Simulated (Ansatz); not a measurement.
Output of an Ansatz run (abridged):

```
WARN ansatz: RAYON_NUM_THREADS=1 ignored (pool sized by the plan → 1); use --threads N
Pseudopotentials: kind: paw
Pseudopotential: Sr, paw, valence charge 10
Pseudopotential: O, paw, valence charge 6
Crystal: 2 atoms, lattice volume = 33.834 Å³
Basis set: ecut = 420 eV, 645 PW (Γ), exchange–correlation on 50×50×50 points (8 copies of the dense FFT grid, shifted against one another)
Bands: 12, of which v1, the nominal top of the filled ones, is band 8 counted from 1 (7 counted from 0)
Symmetry: 48 space group operations
Space group: Fm-3m (ITA 225), of the structure as read, at distance tolerance 3.2e-5 Å
k-points: 29 of 512
PAW frozen core: Sr, regenerated for the run's functional, and the local potential with it
PAW frozen core: O, regenerated for the run's functional, and the local potential with it
Initial density: superposition of atomic densities (neutral atoms: chi_scale 0, normalization atom), corrected by the library's trained network
Initial wavefunctions: pseudopotential atomic-orbital guess
Eigensolver: davidson
Functional: x = pbesol(κ = 0.804, μ = 0.12345679012345678), c = pbesol(β = 0.046)
SCF iter   1: F=—  HF=-4056.130201 eV  |F-HF|=—  |Δ(HF+E_count)|=         —  Δρ=1.46e-2  dr2=6.86e-2  ethr=1.77e-3  ⟨swp⟩=8.1  Hψ=2730  notcnv=0
all-band conjugate gradients solve this SCF's bands
preconditioner: auto → none
SCF iter   2: F=—  HF=-4056.115463 eV  |F-HF|=—  |Δ(HF+E_count)|=   1.47e-2  Δρ=2.37e-3  dr2=2.37e-3  ethr=4.29e-4  ⟨swp⟩=2.1  Hψ=702  notcnv=0
SCF iter   3: F=—  HF=-4056.115090 eV  |F-HF|=—  |Δ(HF+E_count)|=   3.74e-4  Δρ=5.45e-4  dr2=7.25e-5  ethr=1.48e-5  ⟨swp⟩=2.1  Hψ=435  notcnv=0
SCF iter   4: F=—  HF=-4056.115099 eV  |F-HF|=—  |Δ(HF+E_count)|=   8.78e-6  Δρ=4.31e-5  dr2=2.25e-7  ethr=4.53e-7  ⟨swp⟩=2.3  Hψ=525  notcnv=0
iter 5 did not close the SCF: its close was put off for the readings that it lacked (scf_convergence_deferred on its scf_iter line)
SCF iter   5: F=-4056.115099 eV  HF=-4056.115099 eV  |F-HF|=9.59e-10  |Δ(HF+E_count)|=   1.04e-7  Δρ=5.52e-6  dr2=4.70e-9  ethr=1.41e-9  ⟨swp⟩=2.6  Hψ=584  notcnv=0
SCF iter   6: F=-4056.115099 eV  HF=-4056.115099 eV  |F-HF|=1.09e-11  |Δ(HF+E_count)|=   2.40e-9  Δρ=4.86e-7  dr2=3.35e-11  ethr=2.94e-11  ⟨swp⟩=2.6  Hψ=1230  notcnv=0
SCF 1 converged in 6 iterations: F = -4056.115099 eV  dr2 = 3.35e-11
SCF converged after 6 iterations
Free energy (F): -4056.115099 eV
Harris-Foulkes:  -4056.115099 eV  (|F-HF|=1.09e-11)
Internal energy: -4056.115099 eV  (E = F + TS)
E sigma→0 (E₀):  -4056.115099 eV
Fermi energy:    9.444861 eV
--- Per-component energies (eV) ---
  E_band       = -58.677611
  E_kinetic    = 422.055217
  E_local      = -860.847004  (includes V_loc(G=0)·N_el)
  E_nonlocal   = 251.813088
  E_hartree    = 231.371589
  E_xc         = -246.482040
  E_vxc        = -257.616782  (∫ρ·V_xc dr)
  E_paw        = -2796.410518  (= ΣΔE_a)
  E_vpaw       = -76.827643  (= ΣTr[D̂ρ^β])
  E_aug_tail   = 0.002408  (compensation charges beyond the density's cutoff)
  E_ewald      = -1057.787473
  E_core_change = 0.169635  (= ΣΔE_core)
  E_smearing   = -0.000000  (= −TS)
  E_closure    = 0.000000  (closes the sum)
  Σ components = -4056.115099   (vs F -4056.115099, Δ=0.00e0)
--- Forces (eV/Å), atoms counted from 1 ---
  atom   1  Sr    -0.00000000     0.00000000     0.00000000
  atom   2  O      0.00000000     0.00000000     0.00000000
  max |Σ_I F_I| component: 2.02e-29 eV/Å
--- Stress (GPa, compression-positive) ---
       -0.639328      -0.000000      -0.000000
       -0.000000      -0.639328       0.000000
        0.000000      -0.000000      -0.639328
  P = ⅓ Tr σ = -0.6393 GPa (-6.393 kbar)
  The stress holds the Pulay correction. Without it, at fixed plane waves, as pw.x and ABINIT print it: P = -1.0366 GPa
--- Band table (eV; the first three rows and the last of 29) ---
  k-point 0: bands = ["-24.3378", "-7.1646", "-5.9859", "-5.9859", "-5.9859", "7.8118", "7.8118", "7.8118", "11.6937", "14.0329", "14.0329", "14.0329"]
  k-point 1: bands = ["-24.3169", "-7.5222", "-5.9985", "-5.9985", "-5.6801", "7.3468", "7.6154", "7.6154", "12.4047", "13.8569", "14.3403", "14.3403"]
  k-point 2: bands = ["-24.2660", "-8.0963", "-6.0286", "-6.0286", "-5.2315", "6.5092", "7.1911", "7.1911", "13.7624", "13.9569", "15.1791", "15.1791"]
  k-point 28: bands = ["-24.1488", "-7.8291", "-6.6918", "-6.6918", "-5.4219", "6.6792", "7.3942", "7.3942", "13.7867", "13.7867", "16.4971", "19.0807"]
```

The structure:

```
CELL_PARAMETERS angstrom
      0.00000     2.56710     2.56710
      2.56710     0.00000     2.56710
      2.56710     2.56710     0.00000
ATOMIC_POSITIONS crystal
  Sr 0.00000 0.00000 0.00000
  O  0.50000 0.50000 0.50000
```

Q: Write an input that gives this output.

A: Other spellings and defaults could give the same log, and not every line can be read from it. The input that was run (DFT, PBEsol, plane waves, default PAW files made with PBE):

Ansatz 0.2 input:
```yaml
crystal:
  lattice:
    - [0.000000, 2.567100, 2.567100]
    - [2.567100, 0.000000, 2.567100]
    - [2.567100, 2.567100, 0.000000]
  atoms:
    - { symbol: Sr, position_ang: [0.000000, 0.000000, 0.000000] }
    - { symbol: O, position_ang: [2.567100, 2.567100, 2.567100] }
basis:
  ecutwfc: 420.0
kpoints:
  mp_grid: { grid: [8, 8, 8] }
hamiltonian:
  xc: pbesol
  pseudopotentials: { kind: paw }
scf:
  occupations: { method: fermi_dirac, width: 0.05 }
output:
  forces: true
  eigenvalues: true
  stress: true
```

The starting cell has typed, rounded lattice constants, without a prior relaxation at this level. Its lattice was rescaled by up to half a per cent. Ansatz's pressure includes its estimate of the finite-basis (Pulay) stress.

Ansatz is a first-principles code.
